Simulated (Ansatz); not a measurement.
For AlCr2C (P6₃/mmc, No. 194, 8 atoms in the cell; start mp-9956), LDA (plane waves, PAW; Ansatz, an electronic-structure program) gives:

```
Item                   Result
-------------------  --------
lattice parameter a   2.790 Å
c axis length        12.476 Å
```

Q: What does r²SCAN+rVV10 (PAW; Ansatz) give for the same quantities?

A: 
- lattice constant a: 2.817 Å (rises by 1.0 %)
- lattice parameter c: 12.620 Å (rises by 1.2 %)

Changes are worked out from the printed values.

Unless a cell is named, each level is at its own relaxed cell (LDA 10.51, r²SCAN+rVV10 10.84 Å³/atom).

The crystal itself was run without spin with LDA, r²SCAN+rVV10; a magnetic state was not tried in these runs.

Caveats: the relaxation could not lower the start's symmetry, so the cell can be a saddle point above a distorted one (LDA, r²SCAN+rVV10). Ansatz's density-functional and Hartree–Fock values are scalar-relativistic unless marked +SOC, with PAW data made under PBE.

A start named mp-… is a Materials Project structure, which need not be a measured phase.
